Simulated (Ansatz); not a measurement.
# ZnCu2SnS4 under a change: isotropic strain +1.50 %

The parent structure is ZnCu$_{2}$SnS$_{4}$ (space group I-4, No. 82; a = 5.468 Å, c = 10.935 Å).

It is then changed as follows: the cell is scaled by 1.0150 in all directions; the atoms relax in the strained cell.

Method: DFT with PBE, PAW potentials and a 420 eV plane-wave cutoff in Ansatz (a quantum-chemistry and plane-wave program), without spin-orbit coupling. Settings: 9×9×9 k-points, 0.05 eV Fermi–Dirac smearing.

```json
[
 {"quantity": "space group", "base": "I-4 (No. 82)", "changed": "I-4 (No. 82)", "shift": "–"},
 {"quantity": "energy relative to the base (free energy F)", "base": "0 meV/atom", "changed": "+8.3 meV/atom", "shift": "+8.3 meV/atom"},
 {"quantity": "band gap", "base": "zero", "changed": "zero", "shift": "–"},
 {"quantity": "valley order (the lowest conduction-band minima on the path, energy above the VBM, named in the base's zone)", "base": "Γ 0.05 eV; X (0, 0, 1/2) 0.47 eV", "changed": "Γ 0.04 eV; X (0, 0, 1/2) 0.44 eV", "shift": "–"}
]
```

No phonon test of stability was made. The final runs are not spin-polarised. Gaps under 0.05 eV, about the width of the smearing, are given as zero. The zero or small gap of ZnCu2SnS4 can change with the level of theory.
